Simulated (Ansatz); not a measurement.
Consider CdSe in the zinc blende structure (space group F-43m, No. 216; a = 6.082 Å). Axes: x, y, z lie along the cube axes.

Structures relaxed with Kohn–Sham DFT with the PBEsol functional, run in Ansatz (a quantum-chemistry and plane-wave program) with PAW and 420 eV plane waves, without spin-orbit coupling, earlier PAW set.

Base:

Simulated powder pattern, Cu Kα, λ = 1.54184 Å (kinematic, ideal powder, no thermal factors, no anomalous dispersion; the 10 strongest lines at most, above 2 %, up to 2θ = 90°):

```csv
2θ (°),I/Imax (%),hkl
25.36,100,(111)
29.37,3.2,(200)
42.02,74,(220)
49.72,46,(311)
60.93,12,(400)
67.08,18,(331)
76.77,24,(422)
82.39,14,(511)
```

After one change:

Simulated powder pattern, Cu Kα, λ = 1.54184 Å (kinematic, ideal powder, no thermal factors, no anomalous dispersion; the 10 strongest lines at most, above 2 %, up to 2θ = 90°):

```
2θ (°)  I/Imax (%)
------  ----------
24.22          100
28.04          3.2
40.06           76
47.37           48
57.95           12
63.73           19
72.79           25
78.00           14
86.49          8.0
```

### Question
Which of these changes matches the shifts?
(A) isotropic strain +4.09 %
(B) isotropic strain +4.66 %
(C) strain tensor (xx, yy, zz, yz, xz, xy) = (−0.70, −0.89, +0.97, −0.92, −0.76, +0.67) %
(D) biaxial strain +4.23 %, plane normal [001], relaxed out of plane

### Answer
B, isotropic strain +4.66 %. Its volume per atom is 32.24 Å³ against 28.12 Å³, and its space group is F-43m (No. 216).

Stability against distortions was not tested.
